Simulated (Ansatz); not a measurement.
The starting structures come from a database of crystals and need not be the phases stable at ambient conditions.

By PBEsol, the system below comes out a metal.

The ballistic (Sharvin) conductance counts the channels at the Fermi level: G/A = (e²/h) × channels of both spins per area.

Consider the following.

```yaml
crystal:
  lattice:
    - [3.01515, 0.00000, 0.00000]
    - [-1.50758, 2.61120, 0.00000]
    - [0.00000, 0.00000, 13.95671]
  atoms:
    - { symbol: B, position: [0.33333, 0.66667, 0.52328] }
    - { symbol: B, position: [0.66667, 0.33333, 0.47672] }
    - { symbol: B, position: [0.66667, 0.33333, 0.02328] }
    - { symbol: B, position: [0.33333, 0.66667, 0.97672] }
    - { symbol: B, position: [0.00000, 0.00000, 0.25000] }
    - { symbol: B, position: [0.00000, 0.00000, 0.75000] }
    - { symbol: B, position: [0.66667, 0.33333, 0.25000] }
    - { symbol: B, position: [0.33333, 0.66667, 0.75000] }
    - { symbol: W, position: [0.33333, 0.66667, 0.13558] }
    - { symbol: W, position: [0.66667, 0.33333, 0.86442] }
    - { symbol: W, position: [0.66667, 0.33333, 0.63558] }
    - { symbol: W, position: [0.33333, 0.66667, 0.36442] }
```

Space group of this cell: P6_3/mmc. The cell is taken as given; by PBEsol its mean pressure is -3.5 GPa.

The current flows along the normal of the first two printed cell vectors, the (001) plane of the conventional cell. No spin-orbit coupling; the value is a mean over 0.1 eV about the Fermi level.

**Question.** Compute, with PBEsol in Ansatz (a program for electronic structure), the ballistic conductance per area.

**Answer.** 0.71 × 10¹⁵ S/m² for both spins.
